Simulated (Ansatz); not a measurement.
Ansatz (a quantum-chemistry and plane-wave program) run on BaHfO3 (Pm-3m, 5 atoms in the cell): self-consistent single point.

Method: PBE (plane waves, PAW; Ansatz).

The change in words: lattice scaled by 0.98. Reference geometry:
```xyz
5
Lattice="4.1700 0.0000 0.0000 0.0000 4.1700 0.0000 0.0000 0.0000 4.1700" Properties=species:S:1:pos:R:3 pbc="T T T"
Ba     0.0000     0.0000     0.0000
Hf     2.0850     2.0850     2.0850
O      2.0850     0.0000     2.0850
O      0.0000     2.0850     2.0850
O      2.0850     2.0850     0.0000
```

Reference input (self-consistent single point, DFT, PBE, plane waves, default PAW files): basis.ecutwfc = 420 eV; kpoints.mp_grid.grid = 8 8 8; hamiltonian.xc = pbe; hamiltonian.pseudopotentials = {kind: paw} (the program's default PAW files); scf.occupations.method = fermi_dirac; scf.occupations.width = 0.01 eV. This run's input differs from it in these lines:

```diff
@@ -2,5 +2,5 @@
   lattice:
-    - [4.17000000, 0.00000000, 0.00000000]
-    - [0.00000000, 4.17000000, 0.00000000]
-    - [0.00000000, 0.00000000, 4.17000000]
+    - [4.08660000, 0.00000000, 0.00000000]
+    - [0.00000000, 4.08660000, 0.00000000]
+    - [0.00000000, 0.00000000, 4.08660000]
   atoms:
```

Output (repeated stretches shortened):

```
SCF iter   1: F=—  HF=-23382.139746 eV  |F-HF|=—  |Δ(HF+E_count)|=         —  Δρ=1.30e-3  dr2=3.92e-4  ethr=1.77e-3  ⟨swp⟩=8.6  Hψ=5368  notcnv=0
all-band conjugate gradients solve this SCF's bands
preconditioner: auto → Resta (q_TF=auto, 2.624 Å⁻¹)
SCF iter   2: F=—  HF=-23382.140184 eV  |F-HF|=—  |Δ(HF+E_count)|=   4.38e-4  Δρ=6.60e-4  dr2=1.46e-4  ethr=7.26e-7  ⟨swp⟩=2.9  Hψ=2953  notcnv=0  defer=48
   [... lines left out ...]
SCF iter   4: F=—  HF=-23382.140255 eV  |F-HF|=—  |Δ(HF+E_count)|=   2.27e-5  Δρ=1.18e-4  dr2=3.17e-6  ethr=3.99e-8  ⟨swp⟩=2.0  Hψ=1989  notcnv=0  defer=49
iter 5 did not close the SCF: its close was put off for the readings that it lacked (scf_convergence_deferred on its scf_iter line)
SCF iter   5: F=-23382.140259 eV  HF=-23382.140259 eV  |F-HF|=6.71e-8  |Δ(HF+E_count)|=   3.93e-6  Δρ=1.31e-5  dr2=4.88e-8  ethr=5.87e-9  ⟨swp⟩=2.0  Hψ=2050  notcnv=0  defer=49
SCF iter   6: F=-23382.140259 eV  HF=-23382.140259 eV  |F-HF|=3.07e-8  |Δ(HF+E_count)|=   8.13e-8  Δρ=8.18e-6  dr2=3.62e-8  ethr=9.04e-11  ⟨swp⟩=7.2  Hψ=5650  notcnv=0
SCF 1 converged in 6 iterations: F = -23382.140259 eV  dr2 = 3.62e-8
Free energy (F): -23382.140259 eV
Internal energy: -23382.140259 eV  (E = F + TS)
E sigma→0 (E₀):  -23382.140259 eV
Fermi energy:    14.443366 eV
--- Forces (eV/Å), atoms counted from 1 ---
  atom   1  Ba    -0.00000000     0.00000000     0.00000000
   [... zero for the other atoms too ...]
--- Stress (GPa, compression-positive) ---
       16.251517      -0.000000       0.000000
        0.000000      16.251517       0.000000
        0.000000       0.000000      16.251517
  P = ⅓ Tr σ = 16.2515 GPa (162.515 kbar)
  The stress holds the Pulay correction. Without it, at fixed plane waves, as pw.x and ABINIT print it: P = 15.7103 GPa
```

The run converged in 6 iterations. Against the reference run the free energy goes up by 52.9 meV/atom, the pressure goes from 4.26 to 16.25 GPa and the gap on the mesh goes from 3.676 to 3.786 eV. The full log also holds: “iter 5 did not close the SCF: its close was put off for the readings that it lacked (scf_convergence_deferred on its scf_iter line)”.

The starting cell has typed, rounded lattice constants, without a prior relaxation at this level. For this run, on top of that: lattice scaled by 0.98. Spin-orbit coupling is off. With a pressure of about 16 GPa the cell is away from its equilibrium volume at this level. Ansatz's pressure includes its estimate of the finite-basis (Pulay) stress. Without the estimate this run gives 15.71 GPa.

Keys are those of Ansatz 0.2.
